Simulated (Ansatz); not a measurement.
Cell and atoms of amorphous Ta36Si16N48:

```xyz
100
Lattice="10.7628 -0.2812 0.2967 -0.2812 10.2221 0.1034 0.2967 0.1034 10.6049" Properties=species:S:1:pos:R:3 pbc="T T T"
Ta     9.7038     1.9325     4.5431
Ta     6.7381     8.2254    10.6166
Ta     7.8728     0.1780     1.9381
Ta     1.8163     5.2166     9.7547
Ta     1.9117     3.2015     6.7454
Ta     3.1752     9.7807     8.1330
Ta    10.6940     5.5246     7.6404
Ta     4.7839     1.4592     2.6750
Ta     7.8997     8.3737     6.2983
Ta     3.9979     7.2645    10.7332
Ta     0.3540     0.3488     2.3248
Ta     6.9617     3.8057     2.7442
Ta     4.9762     4.6860    10.1317
Ta     9.1698     8.0044     1.5598
Ta     9.8191     2.2762     0.7191
Ta     3.8963     5.4811     2.5501
Ta     1.5536     7.4312     2.3439
Ta     4.3286     3.5647     4.5822
Ta     2.2606     0.0374     4.5925
Ta     9.8751     2.6411     8.1197
Ta     0.3708     7.8646     5.2632
Ta    10.6510     4.7024     2.0364
Ta     8.6008     6.5462     4.1830
Ta     8.5862     4.7321    10.4565
Ta     1.8706     2.8388     2.8609
Ta     2.7670     0.0995     0.5941
Ta     1.1434     5.1104     4.6167
Ta     6.9499     5.7077     7.9024
Ta     6.7799     2.1573    10.6212
Ta     4.4521     7.3040     7.8408
Ta     9.0158     0.1717     9.6651
Ta    10.7463    -0.1069     6.7103
Ta     5.6346     6.4687     5.2081
Ta     4.1935     2.1032     9.3831
Ta     4.9758     9.2881     5.2299
Ta     6.1600     9.8965     8.3681
Si     4.4011     8.2951     2.7679
Si     1.6030     2.4654     0.2625
Si     6.9610     8.5104     3.7685
Si     9.1744     9.0633     4.1726
Si     6.9801     2.0022     4.8677
Si     6.9141     6.3644     2.1869
Si     3.4728     5.3902     6.2905
Si     3.1789     7.4105     4.6243
Si     9.2078     7.6952     8.7572
Si     0.9128     8.3193    10.0572
Si     4.4961     1.5849     6.2896
Si     2.0057     7.5912     7.2032
Si     6.5266     2.9977     7.5839
Si     8.3592     0.7685     6.7821
Si     0.8024     1.0650     9.2831
Si     8.7928     4.3889     5.9013
N      9.9702     8.3302    10.1371
N      3.1922     8.6845     1.6028
N      8.0436     3.7709     7.3781
N     10.0742     5.6957     5.5348
N      4.5608     8.8628     9.3985
N      5.1110     0.1306     6.8198
N      5.9488     6.6148     9.4557
N      4.0778     1.1211     4.6677
N      1.8420     5.2942     2.6246
N     10.4009     3.3862     6.2061
N      0.9410     4.2874     8.1372
N     10.6128     4.5415    10.6714
N      7.1050     0.0308    10.6320
N      3.3447     1.8831     7.4944
N      0.4507     8.9666     1.1619
N      7.7928     8.6707     8.8366
N     10.1256     6.4875     2.6460
N      3.5701     5.9798     9.1279
N      5.8002     2.7084     6.0368
N      2.2904     3.3431     4.7936
N      8.9330     5.9808     8.7369
N      3.1100     3.6605    10.0604
N      5.6118     4.9813     3.7936
N      1.5597     6.9341     0.2695
N      6.3459     4.1037     0.5846
N      2.4781     0.8483     2.5323
N      4.4749     1.1873     0.5919
N      5.9897     8.1071     6.7860
N      6.1191     1.7266     8.6686
N      5.5637     9.6020     3.0483
N      1.5402     9.3090     6.6163
N      3.8801     3.3618     2.4417
N      9.8124     8.0862     7.1848
N      8.7643     3.8763     1.8025
N      0.9709     7.0531     8.5750
N      0.6636     1.1860     4.5278
N      5.2912     7.0861     1.7551
N      0.0295     3.7515     3.3677
N      7.6269     6.0341     5.9789
N      9.4438     1.3478     2.5341
N      8.6176     2.5516     9.7570
N      0.9826     8.9329     3.6202
N      5.6087     4.2696     8.2548
N      6.6534     1.8738     2.0492
N      8.0761     3.4934     4.5383
N      7.7970     6.6229     0.6760
N      1.6402     9.8600     9.5145
N      0.8205     1.6569     7.6027
```

These are PBE, scalar-relativistic without spin-orbit coupling (plane waves to 420 eV, PAW; Ansatz, a first-principles code) values and carry that method's errors. The usual formal charges leave 100 electrons over, so the level spacing at the Fermi energy parts defect or band states and needn't be the band gap.

A CHGNet melt-quench gave the starting glass, which DFT then relaxed. N atoms were pushed apart under 1.9 Å during the dynamics, to hinder bonds among them. The hot cell started wider than the set density and was brought back towards it in steps. It is the lowest in DFT energy of 4 quenches. It is a model cell: composition and starting density were chosen by hand, and all elements were melted together. No dispersion term was used. Its density started from a set value of 10.88 and ended at 10.89 g/cm³. The quench (nominally 120 K/ps over its main leg) was far faster than any real one, so the model tends to hold more defects than a real film. One small periodic cell is one sample of the glass; other quenches scatter about these values. The volume was held where the preparation left it and the shape relaxed, at a PBE pressure of 7.1 GPa. Stress components on the final sampling reach 7.2 GPa. On a 2×2×2 Γ-centred mesh force components of up to 0.26 eV/Å stay, since the relaxation ran on one k-point at (1/4, 1/4, 1/4).

Cut-offs for bonds: Ta-Ta 3.12 Å, Ta-Si 2.78 Å, Ta-N 2.86 Å, Si-Si 2.60 Å, Si-N 2.16 Å, N-N 1.70 Å. Two cations that share two anions don't count as bonded, nor two that share one unless they lie closer than Ta-Ta 3.04 Å, Ta-Si 2.71 Å, Si-Si 2.38 Å.

Question: Give the coordination numbers, mean bond lengths and angles.

Answer: 
| Property | Result |
|---|---|
| Mean coordination of Ta by anions | 4.92 (2 with 3, 10 with 4, 13 with 5, 11 with 6); 51 close contacts or bonds to cations besides |
| Mean coordination of Si by anions | 2.19 (4 with 0, 2 with 1, 4 with 2, 1 with 3, 3 with 4, 2 with 5); 33 close contacts or bonds to cations besides |
| Mean coordination of N | 4.42 (30 with 4, 16 with 5, 2 with 6) |
| Mean Ta-N bond | 2.180 Å (spread 0.157 Å, 177 counted) |
| Mean Si-N bond | 1.791 Å (spread 0.079 Å, 35 counted) |
| Mean Ta-Si close contact | 2.633 Å (spread 0.064 Å, 27 counted) |
| Mean Ta-Ta close contact | 2.936 Å (spread 0.065 Å, 12 counted) |
| Bond angle at Ta | mean 100.9°, spread 30.8° |
| Bond angle at Si | mean 103.5°, spread 25.3° |
| Bond angle at N | mean 106.9°, spread 24.0° |
